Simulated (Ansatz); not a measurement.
### Question
Name crystals whose electron conductivity mass lies between 0.45 and 0.71 mₑ and whose band gap lies between 5 and 7.8 eV, by PBEsol, rigid bands (Ansatz, a quantum-chemistry and plane-wave program).

### Answer
Many crystals can fit; among those computed here:
- SiO2 (P3_121): 0.51 mₑ, 5.72 eV
- BaF2 (Fm-3m): 0.49 mₑ, 6.83 eV
- KF (Fm-3m): 0.55 mₑ, 6.15 eV
- CaF2 (Fm-3m): 0.56 mₑ, 7.25 eV
- CsCl (Pm-3m): 0.57 mₑ, 5.23 eV

Masses are for dilute carriers at 300 K, harmonic means over directions unless an axis is named. Spin-orbit coupling is left out.
